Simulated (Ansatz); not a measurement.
Ansatz (a first-principles code) run on CaWF6 (R-3, 8 atoms in the cell): relaxation of cell and atoms.

Method of the run: LDA (PW92)+U, default PAW files made with PBE (plane waves; Ansatz).

The change in words: atoms on their sites; basis.ecutwfc: 420 eV → 295 eV; relax: default → cell and atoms. Reference geometry:
```yaml
crystal:
  lattice:
    - [2.83728, 1.63810, 5.01256]
    - [-2.83728, 1.63810, 5.01256]
    - [0.00000, -3.27621, 5.01256]
  atoms:
    - { symbol: Ca, position: [0.50333, 0.50333, 0.50333] }
    - { symbol: W, position: [0.00000, 0.00000, 0.00000], spin: 1.0 }
    - { symbol: F, position: [0.32324, 0.77267, 0.14151] }
    - { symbol: F, position: [0.67676, 0.22733, 0.85849] }
    - { symbol: F, position: [0.14151, 0.32324, 0.77267] }
    - { symbol: F, position: [0.85849, 0.67676, 0.22733] }
    - { symbol: F, position: [0.77267, 0.14151, 0.32324] }
    - { symbol: F, position: [0.22733, 0.85849, 0.67676] }
```
(The spins are starting values, not results.)

Reference input (self-consistent single point, DFT, LDA (PW92)+U, plane waves, default PAW files made with PBE): basis.ecutwfc = 420 eV; kpoints.mp_grid.grid = 3 3 3; hamiltonian.xc = lda; hamiltonian.pseudopotentials = {kind: paw} (the program's default PAW files); hamiltonian.hubbard.sites = [{species: W, l: d, u_eff: 6.2}] eV; hamiltonian.hubbard.projectors = ortho-atomic; magnetization.spin_polarized = true; scf.occupations.method = fermi_dirac; scf.occupations.width = 0.02 eV. This run's input differs from it in these lines:

Ansatz 0.2 input:
```diff
@@ -6,3 +6,3 @@
   atoms:
-    - { symbol: Ca, position: [0.50332500, 0.50332500, 0.50332500] }
+    - { symbol: Ca, position: [0.50000000, 0.50000000, 0.50000000] }
     - { symbol: W, position: [0.00000000, 0.00000000, 0.00000000], spin: 1.0 }
@@ -15,3 +15,3 @@
 basis:
-  ecutwfc: 420.0
+  ecutwfc: 295.0
 kpoints:
@@ -29,2 +29,4 @@
   occupations: { method: fermi_dirac, width: 0.02 }
+relax:
+  cell: {}
 output:
```

Output (repeated stretches shortened):

```
   [... SCF lines of the steps left out ...]
relax step   1: F+E_penalty+E_count = -16661.80807168 eV  Δ(F+E_penalty+E_count) = +0.000e0 eV  max|allowed force component| = 3.278e-1 eV/Å  Δτ_max = 0.0000 Å  P = -5.142 GPa  Ω = 139.783 Å³  (20 SCF iters, dr2 threshold 1.00e-7 eV, accepted)
relax step   2: F+E_penalty+E_count = -16663.51024400 eV  Δ(F+E_penalty+E_count) = -1.702e0 eV  max|allowed force component| = 8.849e-2 eV/Å  Δτ_max = 0.0154 Å  P = +9.193 GPa  Ω = 131.785 Å³  energy of the carried Pulay correction = +1.812e0 eV  (6 [...]
   [... lines left out ...]
relax step 120: F+E_penalty+E_count = -16662.05216339 eV  Δ(F+E_penalty+E_count) = +4.670e-3 eV  max|allowed force component| = 4.032e-4 eV/Å  Δτ_max = 0.0007 Å  P = +0.005 GPa  Ω = 125.940 Å³  energy of the carried Pulay correction = +1.750e-2 eV  [...]
relax step 121: F+E_penalty+E_count = -16662.04281114 eV  Δ(F+E_penalty+E_count) = +9.352e-3 eV  max|allowed force component| = 1.063e-3 eV/Å  Δτ_max = 0.0000 Å  P = -0.104 GPa  Ω = 125.940 Å³  stress off target by 1.81e-1 GPa  SCF on the basis [...]
basis re-selected at this cell: Δ(F+E_penalty+E_count) = +9.352e-3 eV, ΔP = -0.109 GPa vs the last step
   [... lines left out ...]
Absolute magnetization: 2.0627 μB (∫|ρ↑−ρ↓|, with the PAW one-centre terms)
Free energy (F): -16662.042811 eV
Fermi energy:    4.913783 eV
Error: variable-cell relaxation did not converge after 121 `relax_step` rows, as none of its last 40 fresh-basis SCF(s) at a relaxed cell met both thresholds with a finite energy. The last misses `relax.cell.stress_tol`: largest allowed force component 1.06e-3 eV/Å (`relax.f_tol` 1.00e-2 eV/Å), stress off the target on the free part of the cell 1.81e-1 GPa (`relax.cell.stress_tol` 5.00e-2 GPa), F+E_penalty+E_count -16662.04281114 eV. The closest is row 104, whose structure comes with this error. Larger ratio of force or stress to its threshold at each such SCF whose figures are numbers: 12.319, 9.820, 6.168, 7.070, 7.547, 7.007, 7.067, 9.775, 10.233, 10.326, 11.674, 10.870, 9.723, [...]
  cell:  # Å, volume = 126.3367 Å³
   [... lines left out ...]
    - [-2.706012717031138, 1.5623171706084775, 4.980573243248076]
    - [1.5797376362488246e-19, -3.1246343412169555, 4.980573243248076]
  atoms:
    - { symbol: Ca, position: [0.5, 0.5, 0.49999999999999994] }
    - { symbol: W, position: [-5.346696449957522e-20, 1.5550883094303984e-19, -9.376174488175977e-20] }
    - { symbol: F, position: [0.3425632648650824, 0.7742887162909552, 0.12401984579025799] }
    - { symbol: F, position: [0.6574367351349176, 0.22571128370904459, 0.8759801542097417] }
    - { symbol: F, position: [0.1240198457902581, 0.34256326486508215, 0.7742887162909553] }
    - { symbol: F, position: [0.8759801542097417, 0.6574367351349177, 0.22571128370904447] }
    - { symbol: F, position: [0.7742887162909551, 0.12401984579025821, 0.3425632648650823] }
    - { symbol: F, position: [0.22571128370904486, 0.8759801542097416, 0.6574367351349175] }
```

The relaxation ended unconverged.  The full log also holds: “iter 6 did not close the SCF: its close was put off for a magnetic moment that had not settled (scf_convergence_deferred on its scf_iter line)”. The full log also holds: “iter 5 did not close the SCF: its close was put off for a magnetic moment that had not settled (scf_convergence_deferred on its scf_iter line)”.

The starting cell comes from a database of computed structures (which also holds hypothetical and non-ambient phases and stackings), without a prior relaxation at this level. Its lattice was rescaled by up to half a per cent. The cutoff lies below the one recommended for these files.

These are the values that this program gave, and no reference: magnets with a U can end in a higher state.

Cost on one core of a shared machine: roughly 6 min.
